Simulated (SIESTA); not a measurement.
**SIESTA run on Be (P6_3/mmc, 2 atoms in the cell): self-consistent single point**

Computed with GGA PBE, numerical atomic orbitals DZP, PseudoDojo PBE standard norm-conserving potentials (rewritten from UPF to PSML) in SIESTA.

Input as run:

```
# files in the folder: Be.psml (PseudoDojo PBE standard)
SystemName  Be
SystemLabel Be

NumberOfAtoms                2
NumberOfSpecies              1
%block ChemicalSpeciesLabel
  1 4 Be
%endblock ChemicalSpeciesLabel
LatticeConstant              2.238962 Ang
%block LatticeVectors
     1.000000000    0.000000000    0.000000000
    -0.500000000    0.866025417    0.000000000
     0.000000000    0.000000000    1.578121915
%endblock LatticeVectors
AtomicCoordinatesFormat      Ang
%block AtomicCoordinatesAndAtomicSpecies
    -0.000001119    1.292665980    2.650016250  1
     1.119482119    0.646332020    0.883338750  1
%endblock AtomicCoordinatesAndAtomicSpecies

XC.functional                GGA
XC.authors                   PBE
PAO.BasisSize                DZP
PAO.EnergyShift              0.005 Ry
PAO.Polarization.NonPerturbative true
MeshCutoff                   400 Ry
%block kgrid.MonkhorstPack
   13   0   0  0.0
    0  13   0  0.0
    0   0   8  0.0
%endblock kgrid.MonkhorstPack
OccupationFunction           FD
ElectronicTemperature        50.0 meV

MaxSCFIterations             150
SCF.Mixer.Method             Pulay
SCF.Mixer.Weight             0.1
SCF.Mixer.History            8
SCF.DM.Tolerance             1.0E-05
Diag.ParallelOverK           true
WriteForces                  true
Charge.Mulliken              end
```

Output (repeated stretches shortened):

```
reinit: Reading from file input.fdf

reinit: System Name: Be
reinit: System Label: Be

coor:   Atomic-coordinates input format  =     Cartesian coordinates
coor:                                          (in Angstroms)

siesta: Atomic coordinates (Bohr) and species
siesta:     -0.00000   2.44278   5.00780  1        1
siesta:      2.11551   1.22139   1.66927  1        2

siesta: System type = bulk

initatomlists: Number of atoms, orbitals, and projectors:      2    12    16

siesta: ******************** Simulation parameters ****************************
redata: Spin configuration                          = none
redata: Time-Reversal Symmetry                      = T
redata: Number of Atomic Species                    =        1
redata: Mesh Cutoff                                 =   400.0000 Ry
redata: Net charge of the system                    =     0.0000 |e|
redata: Min. number of SCF Iter                     =        0
redata: Max. number of SCF Iter                     =      150
redata: SCF convergence failure will abort job
redata: SCF mix quantity                            = Hamiltonian
redata: Mix DM or H after convergence               =   F
redata: Recompute H after scf cycle                 =   F
redata: Mix DM in first SCF step                    =   T
redata: No kicks to SCF
redata: DM Mixing Weight for Kicks                  =     0.5000
redata: Require Harris convergence for SCF          =   F
redata: Harris energy tolerance for SCF             =     0.000100 eV
redata: Require DM convergence for SCF              =   T
redata: DM tolerance for SCF                        =     0.000010
redata: Require EDM convergence for SCF             =   F
redata: EDM tolerance for SCF                       =     0.001000 eV
redata: Require H convergence for SCF               =   T
redata: Hamiltonian tolerance for SCF               =     0.001000 eV
redata: Require (free) Energy convergence for SCF   =   F
redata: (free) Energy tolerance for SCF             =     0.000100 eV
redata: Using DFT-D3 dispersion                     =   F
redata: Using Saved Data (generic)                  =   F
redata: Method of Calculation                       = Diagonalization
redata: Electronic Temperature                      =   580.2259 K
redata: Number of TDED substeps                     =        3
redata: Dynamics option                             = Single-point calculation
redata: Save all siesta data in one NC              =   F
redata: ***********************************************************************

%block SCF.Mixers
  Pulay
%endblock SCF.Mixers

%block SCF.Mixer.Pulay
  # Mixing method
  method pulay
  variant stable

  # Mixing options
  weight 0.1000
  weight.linear 0.1000
  history 8
%endblock SCF.Mixer.Pulay

DM_history_depth set to one: no extrapolation allowed by default for geometry relaxation
Size of DM history Fstack: 1
Total number of electrons:     8.000000
Total ionic charge:     8.000000

* ProcessorY, Blocksize:    1  13

* Orbital distribution balance (max,min):    12    12

k-point displ. along   3 input, could be:     0.00    0.50
 Kpoints in:          728 . Kpoints trimmed:          683

siesta: k-grid: Number of k-points = 683
siesta: k-points from Monkhorst-Pack grid
siesta: k-cutoff (effective) =    14.133 Ang
siesta: k-point supercell and displacements
siesta: k-grid:    13     0     0      0.000
siesta: k-grid:     0    13     0      0.000
siesta: k-grid:     0     0     8      0.000

diag: Algorithm                                     = D&C
diag: Parallel over k                               =   F
diag: Use parallel 2D distribution                  =   F
diag: Parallel block-size                           = 13
diag: Parallel distribution                         =     1 x     1
diag: Used triangular part                          = Lower
diag: Absolute tolerance                            =  0.100E-15
diag: Orthogonalization factor                      =  0.100E-05
diag: Memory factor                                 =  1.0000

superc: Internal auxiliary supercell:     9 x     9 x     5  =     405
superc: Number of atoms, orbitals, and projectors:    810   4860   6480

                        Single-point calculation

superc: Internal auxiliary supercell:     9 x     9 x     5  =     405
superc: Number of atoms, orbitals, and projectors:    810   4860   6480

outcell: Unit cell vectors (Ang):
        2.238962    0.000000    0.000000
       -1.119481    1.938998    0.000000
        0.000000    0.000000    3.533355

outcell: Cell vector modules (Ang)   :    2.238962    2.238962    3.533355
outcell: Cell angles (23,13,12) (deg):     90.0000     90.0000    120.0000
outcell: Cell volume (Ang**3)        :     15.3395
new_DM -- step:     1
Initializing Density Matrix...

Attempting to read DM from file... Failed...
DM filled with atomic data:

InitMesh: MESH = 24 x 24 x 48 = 27648
InitMesh: Mesh cutoff (required, used) =   400.000   423.418 Ry

stepf: Fermi-Dirac step function

        iscf     Eharris(eV)        E_KS(eV)     FreeEng(eV)     dDmax    Ef(eV) dHmax(eV)
   scf:    1     -722.748209     -758.835207     -758.836210  0.787852-16.426611  0.318451
   scf:    2     -758.835365     -758.835286     -758.836294  0.000859-16.423794  0.285603
   scf:    3     -758.835853     -758.835575     -758.836640  0.005857-16.399543  0.000500
   scf:    4     -758.835578     -758.835577     -758.836641  0.000369-16.399883  0.000069
   scf:    5     -758.835577     -758.835577     -758.836641  0.000056-16.399938  0.000008
   scf:    6     -758.835577     -758.835577     -758.836641  0.000003-16.399944  0.000000

SCF Convergence by DM+H criterion
max |DM_out - DM_in|         :     0.0000032087
max |H_out - H_in|      (eV) :     0.0000000976
SCF cycle converged after 6 iterations

Using DM_out to compute the final energy and forces

siesta: E_KS(eV) =             -758.8356

siesta: E_KS - E_eggbox =      -758.8356

siesta: Atomic forces (eV/Ang):
     1   -0.000032    0.000019   -0.000000
     2    0.000032   -0.000019    0.000000
   Tot    0.000000    0.000000    0.000000
   Max    0.000032
   Res    0.000022    sqrt( Sum f_i^2 / 3N )
   Max    0.000032    constrained

Stress tensor Voigt[x,y,z,yz,xz,xy] (kbar):      -60.57      -59.57      -45.76       -0.00       -0.00        0.86
(Free)E + p*V (eV/cell)     -758.3072
Target enthalpy (eV/cell)     -758.8366

siesta: Program's energy decomposition (eV):
siesta: Ebs     =      -552.230743
siesta: Eions   =       702.091478
siesta: Ena     =        86.529678
siesta: Ekin    =       473.217076
siesta: Enl     =      -481.650439
siesta: Eso     =         0.000000
siesta: Edftu   =         0.000000
siesta: DEna    =        -1.372465
siesta: DUscf   =         0.053573
siesta: DUext   =         0.000000
siesta: Ex      =      -125.072913
siesta: Ec      =        -8.448609
siesta: Exc     =      -133.521522
siesta: Eharris =      -758.835577
siesta: Etot    =      -758.835577
siesta: FreeEng =      -758.836641

siesta: Stress tensor (static) (eV/Ang**3):
siesta:    -0.037803    0.000539   -0.000000
siesta:     0.000539   -0.037180   -0.000000
siesta:    -0.000000   -0.000000   -0.028561

siesta: Cell volume =         15.339505 Ang**3

siesta: Pressure (static):
siesta:                Solid            Molecule  Units
siesta:           0.00037591          0.00037590  Ry/Bohr**3
siesta:           0.03451468          0.03451362  eV/Ang**3
siesta:          55.29860714         55.29691533  kBar

mulliken: Atomic and Orbital Populations:

Species: Be
Atom  Qatom  Qorb
               1s      2s      2s      2py     2pz     2px
   1  4.000   2.016   0.266  -0.111   0.604   0.620   0.604
   2  4.000   2.016   0.266  -0.111   0.604   0.620   0.604

mulliken: Qtot =        8.000

Mulliken Atomic Populations:
Atom #   charge [q] valence [e]  Species
     1    -0.000000    4.000000  Be
     2     0.000000    4.000000  Be
 Total    -0.000000
```

The run converged in 6 iterations.

The starting cell comes from a database of computed structures (which also holds hypothetical and non-ambient phases and stackings), without a prior relaxation at this level. Its lattice was rescaled by a random factor within 2.5 % of one. Values carry the incompleteness of an atom-centred basis. With a pressure of about 6 GPa the cell is away from its equilibrium volume at this level.
